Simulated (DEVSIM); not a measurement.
System: In0.49Ga0.51P/GaAs p-n heterojunction, at 300 K.

```csv
layer (left to right),material,thickness (μm),Nd (cm⁻³),Na (cm⁻³),τn (s),τp (s)
1,In0.49Ga0.51P,1.40,-,2.7e17,1.3e-9,1.3e-9
2,GaAs,0.210,8.2e15,-,1.3e-9,1.3e-9
```

Left contact: ohmic. Right contact: ohmic. Voltage is applied to the left contact. Recombination: SRH at mid-gap, radiative, Auger. Mobility is μmin + (μ − μmin)/(1 + (N/Nref)^α).

Constants are typed, rounded textbook-type inputs, not results; the design itself was drawn at random and stands for no fabricated device. Values at 300 K.

```tsv
parameter	In0.49Ga0.51P	GaAs
gap (eV)	1.89	1.424
affinity (eV)	4	4.07
permittivity	11.8	12.9
Nc (cm⁻³)	9e17	4.7e17
Nv (cm⁻³)	1.3e19	9e18
μn (cm²/Vs)	1500	8500
μp (cm²/Vs)	80	400
μn,min	400	500
μp,min	15	20
Nref,n	2e16	6e16
Nref,p	1.5e17	1.5e17
αn	0.7	0.39
αp	0.8	0.38
B (cm³/s)	1e-10	2e-10
Cn (cm⁶/s)	3e-30	1e-30
Cp (cm⁶/s)	3e-30	1e-30
```

Model (solved in DEVSIM): 1D drift-diffusion, Boltzmann statistics, complete ionisation; no tunnelling, impact ionisation, image-force lowering or self-heating. Band offsets follow the typed affinities; no thermionic-emission limit at abrupt steps, no polarisation charge.

Give the dark forward current.


```json
[
 {"V (V)": "0.05", "J (A/cm²)": "3.6e-10"},
 {"V (V)": "0.15", "J (A/cm²)": "3.7e-9"},
 {"V (V)": "0.30", "J (A/cm²)": "8.2e-8"},
 {"V (V)": "0.40", "J (A/cm²)": "6.4e-7"},
 {"V (V)": "0.55", "J (A/cm²)": "1.5e-5"},
 {"V (V)": "0.65", "J (A/cm²)": "0.00016"},
 {"V (V)": "0.80", "J (A/cm²)": "0.013"},
 {"V (V)": "0.90", "J (A/cm²)": "0.27"},
 {"V (V)": "1.05", "J (A/cm²)": "6.2"},
 {"V (V)": "1.15", "J (A/cm²)": "31"},
 {"V (V)": "1.30", "J (A/cm²)": "240"},
 {"V (V)": "1.40", "J (A/cm²)": "620"},
 {"V (V)": "1.55", "J (A/cm²)": "1600"},
 {"V (V)": "1.65", "J (A/cm²)": "2400"}
]
```
